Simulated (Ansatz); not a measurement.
Start from Nb in the bcc (W type) structure (space group Im-3m, No. 229; relaxed with 0.1 eV smearing).

```xyz
1
Lattice="-1.6557 1.6557 1.6557 1.6557 -1.6557 1.6557 1.6557 1.6557 -1.6557" Properties=species:S:1:pos:R:3 pbc="T T T"
Nb     0.0000     0.0000     0.0000
```

Method: plane-wave PAW DFT at the PBE level (Ansatz, a program for electronic structure, 420 eV), scalar-relativistic without spin-orbit coupling.

Base values:

```
Item        Value
--------  -------
Pressure  0.0 GPa
```

Now apply this change: an isotropic linear strain of +2.00 %, atoms relaxed at fixed cell.

**Question.** Predict the new energy relative to the base.

**Answer.** The energy increases by 33 meV/atom.

**Question.** Predict the new pressure.

**Answer.** The pressure goes from zero to -9.0 GPa.

Whether these cells are dynamically stable was not tested. All final runs are without spin polarisation.
